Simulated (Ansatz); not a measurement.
Candidates (primitive cells; geometry: cell and atoms relaxed with PBEsol):
A. Ba₂CaMoO₆ (Fm-3m), a = b = c = 5.8942 Å, α = β = γ = 60.00°
B. BaTiO3 (P4mm), a = 3.955 Å, b = 3.955 Å, c = 4.045 Å, α = 90.00°, β = 90.00°, γ = 90.00°
C. BaO (Fm-3m), a = b = c = 3.882 Å, α = β = γ = 60.00°

Problem. Order them by electron conductivity mass (highest first) at the level PBEsol, rigid bands in Ansatz (a quantum-chemistry and plane-wave program).

Solution. A (0.86 mₑ), B (0.63 mₑ), C (0.50 mₑ)

Masses are for dilute carriers at 300 K, harmonic means over directions unless an axis is named. Spin-orbit coupling is left out.

Formula and space group known from diffraction (Crystallography Open Database), not checked to be the room-temperature form: Ba2CaMoO6 (Fm-3m).
